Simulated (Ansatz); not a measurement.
# InAs: x(Ga) = 0.75, 8 atoms, Pmm2

Consider InAs in the zinc blende structure (space group F-43m, No. 216; a = 6.187 Å).

The other end (x = 1) is GaAs in the zinc blende structure (space group F-43m, No. 216): 23.72 Å³/atom, gap 0.16 eV.

The change: Ga replaces 75.0 % of the In, ordered in a cell of 8 atoms (starting symmetry Pmm2) and fully relaxed.

Level of theory: Ansatz (a program for electronic structure) PBE, spin-orbit coupling left out, earlier PAW set. k-mesh 8×4×6 (Γ-centred); smearing 0.05 eV (Fermi–Dirac), for the changed cell.

```tsv
quantity	base	changed	shift
volume per atom	29.60 Å³	25.11 Å³	-4.49 Å³
density	5.32 g/cm³	5.15 g/cm³	-0.17 g/cm³
shortest interatomic distance	2.679 Å	2.481 Å	-0.198 Å
band gap	zero	zero	–
mixing energy (to 0.01 eV only: unlike meshes or grids)	–	+0.01 eV/atom	–
deviation of the volume from the linear (Vegard-type) interpolation	–	-0.3 %	–
mean first-shell distances	–	In–As 2.645 Å (end compound 2.679 Å), Ga–As 2.502 Å (end compound 2.488 Å)	–
```

Final structure:

```
InGa3As4
1.0
    4.13481     0.00000     0.00000
    0.00000     8.28853     0.00000
    0.00000     0.00000     5.86224
As In Ga
4 1 3
Cartesian
  2.06740   0.00000   4.22610
  0.00000   6.11421   1.52042
  2.06740   4.14427   4.44548
  0.00000   2.17432   1.52042
  0.00000   0.00000   5.85943
  2.06740   6.14984   2.93247
  0.00000   4.14427   0.01217
  2.06740   2.13870   2.93247
```

These are small ordered cells, not random alloys; other orderings at the same x differ. No phonon test of stability was made. The final runs are not spin-polarised. Gaps under 0.05 eV, about the width of the smearing, are given as zero. The zero or small gap of InGa3As4, InAs and GaAs can change with the level of theory.
